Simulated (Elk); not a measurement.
Worked example: self-consistent single point of NbRe (Cmmm, 2 atoms in the cell) in Elk.

Level of theory: PBEsol, all-electron FP-LAPW, Elk's shipped species files, default APW+lo basis (Elk).

```yaml
crystal:
  lattice:
    - [1.58475, -2.24947, 0.00000]
    - [1.58475, 2.24947, 0.00000]
    - [0.00000, 0.00000, 4.50583]
  atoms:
    - { symbol: Nb, position: [0.00000, 0.00000, 0.00000] }
    - { symbol: Re, position: [0.50000, 0.50000, 0.50000] }
```

Reference input (self-consistent single point, DFT, LDA (PW92), all-electron FP-LAPW, Elk's shipped species files, default APW+lo basis): xctype = 3; rgkmax = 7; stype = 0; swidth = 0.00999582 Ha; ngridk = 13 13 8; rmtscf = 0.87. This run's input differs from it in these lines:

```diff
@@ -4,3 +4,3 @@
 xctype
-  3
+  22
```

Log, with long lists cut:

```
│ Self-consistent loop started │
│ Loop number : 1 │
 total energy                :     -20532.3563319
│ Loop number : 2 │
 total energy                :     -20532.3157495
RMS change in Kohn-Sham potential (target) :   0.1586680780     (  0.1000000000E-05)
Absolute change in total energy (target)   :   0.4058240051E-01 (  0.1000000000E-03)
│ Loop number : 3 │
 total energy                :     -20532.7616723
RMS change in Kohn-Sham potential (target) :   0.1565696184     (  0.1000000000E-05)
Absolute change in total energy (target)   :   0.4357772262     (  0.1000000000E-03)
│ Loop number : 4 │
   [... lines left out ...]
Absolute change in total energy (target)   :   0.3087399891E-03 (  0.1000000000E-03)
│ Loop number : 15 │
 total energy                :     -20531.6763512
RMS change in Kohn-Sham potential (target) :   0.2611014541E-05 (  0.1000000000E-05)
Absolute change in total energy (target)   :   0.7243946311E-04 (  0.1000000000E-03)
│ Loop number : 16 │
 total energy                :     -20531.6764168
RMS change in Kohn-Sham potential (target) :   0.6400505435E-06 (  0.1000000000E-05)
Absolute change in total energy (target)   :   0.8373117817E-04 (  0.1000000000E-03)
Convergence targets achieved

│ Loop number : 17 │

Energies :
 Fermi                       :     0.514471787944
 total energy                :     -20531.6764354

Density of states at Fermi energy :    28.45178516
 (states/Hartree/unit cell)

Estimated indirect band gap :   0.9972520579E-03
 from k-point    174 to k-point     97
Estimated direct band gap   :   0.6209745195E-02
 at k-point    174

Charges :
 core                        :    74.00000000
 valence                     :    42.00000000
 interstitial                :    4.759217188
 muffin-tins (core leakage)
  species :    1 (Nb)
   atom    1                 :    38.35061668     (  0.1216179105E-04)
  species :    2 (Re)
   atom    1                 :    72.89016613     (  0.8913798908E-06)
 total in muffin-tins        :    111.2407828
 total calculated charge     :    116.0014815
 total charge                :    116.0000000
 error                       :   0.1481464918E-02

│ Self-consistent loop stopped │
```

The run converged in 17 iterations. The count includes the last loop, which Elk runs after its targets are met. 

The starting cell comes from a database of computed structures (which also holds hypothetical and non-ambient phases and stackings), without a prior relaxation at this level. Its lattice was rescaled by a random factor within 2.5 % of one. Spin-orbit coupling is off. Spin polarisation is off. Values depend on the basis (sphere radii, cutoffs, local orbitals), which need not be converged. The log's line on a gap gives a spacing of levels on this mesh, which the program prints for metals too.
